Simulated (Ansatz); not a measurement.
Consider PbTe in the rock salt structure (space group Fm-3m, No. 225; a = 6.569 Å).

The values are results of Ansatz (a program for electronic structure), PBE, PAW, cutoff 420 eV, no SOC, earlier PAW set, not measurements.

For the base:

The band gap is 0.83 eV and the electron mass comes out as 0.31 mₑ along k, 0.11 mₑ across (at L).

Now apply this change: an isotropic linear strain of +5.36 %; the atoms relax in the strained cell.

Q: What happens to the band gap?

A: The band gap goes up by 0.201 eV to 1.04 eV.

Q: What happens to the electron mass?

A: The electron mass goes from 0.31 mₑ along k, 0.11 mₑ across (at L) to 0.38 mₑ along k, 0.12 mₑ across (at L).

Q: Predict the new energy relative to the base.

A: The energy rises by 92 meV/atom.

With Pb and Te present, leaving out spin-orbit coupling can change the band edges. Effective masses come from finite differences of ±0.01 Å⁻¹. Along k means along the line from Γ to the band edge. Whether these cells are dynamically stable was not tested.
